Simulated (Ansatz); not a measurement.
Output of an Ansatz run (abridged):

```
WARN ansatz: RAYON_NUM_THREADS=1 ignored (pool sized by the plan → 1); use --threads N
basis.fft_grid_basis auto: the FFT boxes are laid along the combinations [[1, -1, 0], [0, 1, 0], [0, 0, 1]] of the cell's own vectors, 2.714, 6.466 and 2.714 Å …
Pseudopotentials: kind: paw
Pseudopotential: Mo, paw, valence charge 14
Pseudopotential: Rh, paw, valence charge 17
Crystal: 3 atoms, lattice volume = 45.551 Å³
Basis set: ecut = 420 eV, 905 PW (Γ), FFT grids on a1−a2, a2, a3, exchange–correlation on 40×90×40 points (8 copies of the dense FFT grid, shifted against one another)
Bands: 27, of which v1, the nominal top of the filled ones, is band 23 counted from 1 (22 counted from 0)
Symmetry: 4 space group operations
Space group: Fmm2 (ITA 42), of the structure as read, at distance tolerance 3.6e-5 Å
k-points: 280 of 1728 (time reversal used)
PAW frozen core: Mo, regenerated for the run's functional, and the local potential with it
PAW frozen core: Rh, regenerated for the run's functional, and the local potential with it
Initial density: superposition of atomic densities (neutral atoms: chi_scale 0, normalization atom), corrected by the library's trained network
Initial wavefunctions: pseudopotential atomic-orbital guess
Eigensolver: davidson
Functional: x = pbesol(κ = 0.804, μ = 0.12345679012345678), c = pbesol(β = 0.046)
SCF iter   1: F=—  HF=-16133.821406 eV  |F-HF|=—  |Δ(HF+E_count)|=         —  Δρ=1.40e-2  dr2=2.16e-1  ethr=1.77e-3  ⟨swp⟩=5.1  Hψ=27095  notcnv=0
all-band conjugate gradients solve this SCF's bands
preconditioner: auto → Kerker (q_TF=auto, 2.723 Å⁻¹)
SCF iter   2: F=—  HF=-16133.808658 eV  |F-HF|=—  |Δ(HF+E_count)|=   1.27e-2  Δρ=7.02e-3  dr2=7.23e-2  ethr=4.79e-4  ⟨swp⟩=1.0  Hψ=9800  notcnv=0
SCF iter   3: F=—  HF=-16133.801075 eV  |F-HF|=—  |Δ(HF+E_count)|=   7.58e-3  Δρ=1.13e-3  dr2=2.88e-3  ethr=1.61e-4  ⟨swp⟩=1.7  Hψ=7803  notcnv=0
SCF iter   4: F=—  HF=-16133.800713 eV  |F-HF|=—  |Δ(HF+E_count)|=   3.62e-4  Δρ=3.08e-4  dr2=5.97e-5  ethr=6.39e-6  ⟨swp⟩=2.1  Hψ=9969  notcnv=0
SCF iter   5: F=—  HF=-16133.800694 eV  |F-HF|=—  |Δ(HF+E_count)|=   1.84e-5  Δρ=9.05e-5  dr2=6.14e-6  ethr=1.33e-7  ⟨swp⟩=2.0  Hψ=10332  notcnv=0  defer=3
SCF iter   6: F=—  HF=-16133.800693 eV  |F-HF|=—  |Δ(HF+E_count)|=   1.18e-6  Δρ=3.22e-5  dr2=2.29e-7  ethr=1.37e-8  ⟨swp⟩=2.0  Hψ=10276  notcnv=0  defer=4
SCF iter   7: F=-16133.800693 eV  HF=-16133.800693 eV  |F-HF|=8.97e-9  |Δ(HF+E_count)|=   3.19e-8  Δρ=7.27e-6  dr2=1.64e-8  ethr=2.22e-10  ⟨swp⟩=5.5  Hψ=28788  notcnv=0
SCF 1 converged in 7 iterations: F = -16133.800693 eV  dr2 = 1.64e-8
SCF converged after 7 iterations
Free energy (F): -16133.800693 eV
Harris-Foulkes:  -16133.800693 eV  (|F-HF|=8.97e-9)
Internal energy: -16133.792903 eV  (E = F + TS)
E sigma→0 (E₀):  -16133.796798 eV
Entropy (-TS):   -0.007790 eV (-2.597 meV/atom)
Fermi energy:    21.013494 eV
--- Per-component energies (eV) ---
  E_band       = -218.428888
  E_kinetic    = 1453.395464
  E_local      = -3421.289017  (includes V_loc(G=0)·N_el)
  E_nonlocal   = 644.216928
  E_hartree    = 1200.459568
  E_xc         = -585.165504
  E_vxc        = -734.575745  (∫ρ·V_xc dr)
  E_paw        = -9810.837539  (= ΣΔE_a)
  E_vpaw       = -561.091235  (= ΣTr[D̂ρ^β])
  E_aug_tail   = 0.000895  (compensation charges beyond the density's cutoff)
  E_ewald      = -5615.268497
  E_core_change = 0.694798  (= ΣΔE_core)
  E_smearing   = -0.007790  (= −TS)
  E_closure    = 0.000000  (closes the sum)
  Σ components = -16133.800693   (vs F -16133.800693, Δ=0.00e0)
--- Forces (eV/Å), atoms counted from 1 ---
  atom   1  Mo     0.00000000     0.00000000    -0.50144489
  atom   2  Mo     0.00000000     0.00000000     0.34901116
  atom   3  Rh     0.00000000     0.00000000     0.15243076
  max |Σ_I F_I| component: 2.97e-6 eV/Å
--- Stress (GPa, compression-positive) ---
       -6.473526       0.000000       0.000000
        0.000000      -8.646876       0.000000
        0.000000       0.000000      -8.708906
  P = ⅓ Tr σ = -7.9431 GPa (-79.431 kbar)
  The stress holds the Pulay correction. Without it, at fixed plane waves, as pw.x and ABINIT print it: P = -7.9921 GPa
--- Band table (eV; the first three rows and the last of 280) ---
  k-point 0: bands = ["-57.6353", "-40.1180", "-40.0410", "-25.5932", "-25.3701", "-25.3408", "-14.4020", "-13.9244", "-13.7174", "-13.6496", "-13.5965", "-13.5564", "13.5626", "15.4937", "15.8610", "16.1843", "17.0768", "18.6451", "18.7319", [...]
  k-point 1: bands = ["-57.6330", "-40.1088", "-40.0341", "-25.5908", "-25.3864", "-25.3473", "-14.3871", "-13.9343", "-13.7555", "-13.6636", "-13.6523", "-13.5679", "13.7677", "15.6240", "15.9838", "16.3460", "17.2234", "18.5889", "18.8538", [...]
  k-point 2: bands = ["-57.6267", "-40.0834", "-40.0154", "-25.5843", "-25.4498", "-25.3460", "-14.3487", "-14.0094", "-13.8604", "-13.8367", "-13.6514", "-13.5607", "14.3365", "15.8449", "16.4358", "16.5831", "17.7552", "18.4185", "19.0070", [...]
  k-point 279: bands = ["-57.6353", "-40.1193", "-40.0397", "-25.5934", "-25.3701", "-25.3408", "-14.3686", "-13.9598", "-13.7132", "-13.6475", "-13.6008", "-13.5584", "14.5603", "15.0927", "15.2452", "15.6872", "17.9240", "18.0035", "18.8658", [...]
```

The structure:

```
CELL_PARAMETERS angstrom
      0.00000     1.96783     6.19018
      1.86970     0.00000     6.19018
      1.86970     1.96783     0.00000
ATOMIC_POSITIONS crystal
  Mo 0.34462 0.34462 0.65538
  Mo 0.65942 0.65942 0.34058
  Rh 0.00000 0.00000 0.00000
```

**Question.** What input produced this log?

**Answer.** Other spellings and defaults could give the same log, and not every line can be read from it. The input that was run (DFT, PBEsol, plane waves, default PAW files made with PBE):

Ansatz 0.2 input:
```yaml
# Mo2Rh
crystal:
  lattice:
    - [0.000000, 1.967829, 6.190179]
    - [1.869704, 0.000000, 6.190179]
    - [1.869704, 1.967829, 0.000000]
  atoms:
    - { symbol: Mo, position: [0.344619, 0.344619, 0.655381] }
    - { symbol: Mo, position: [0.659420, 0.659420, 0.340580] }
    - { symbol: Rh, position: [0.000000, 0.000000, 0.000000] }
basis:
  ecutwfc: 420.0
kpoints:
  mp_grid: { grid: [12, 12, 12] }
hamiltonian:
  xc: pbesol
  pseudopotentials: { kind: paw }
scf:
  occupations: { method: gaussian, width: 0.1 }
output:
  forces: true
  eigenvalues: true
  stress: true
```

The starting cell comes from a database of computed structures (which also holds hypothetical and non-ambient phases and stackings), without a prior relaxation at this level. Its lattice was rescaled by up to half a per cent. One atom was moved a little off its site on purpose. Spin polarisation is off. With a pressure of about -8 GPa the cell is away from its equilibrium volume at this level. Ansatz's pressure includes its estimate of the finite-basis (Pulay) stress.

Ansatz is a quantum-chemistry and plane-wave program.
